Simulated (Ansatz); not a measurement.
## Effect of Al → Cu on AlRu

Start from AlRu in the CsCl type structure (space group Pm-3m, No. 221; a = 2.9825 Å).

Perturbation: Cu takes the place of Al on all its sites; the structure is relaxed again.

The values are results of r2SCAN in Ansatz (plane waves to 500 eV, PAW, no spin-orbit coupling), not measurements. Settings: 16×16×16 k-points, 0.05 eV Fermi–Dirac smearing.

```tsv
quantity	base	changed	shift
volume per atom	13.27 Å³	12.53 Å³	-0.730 Å³
lattice parameter a	2.983 Å	2.927 Å	-0.056 Å
space group	Pm-3m (No. 221)	Pm-3m (No. 221)	–
shortest interatomic distance	2.583 Å	2.535 Å	-0.048 Å
band gap	zero	zero	–
```

No phonon test of stability was made. As relaxed here, CuRu is a hypothetical phase, not in the database extracts checked. All final runs are without spin polarisation. An odd electron count without spin: CuRu and AlRu. CuRu has a high density of states at the Fermi level and may be magnetic at this level.

Ansatz is a first-principles code.
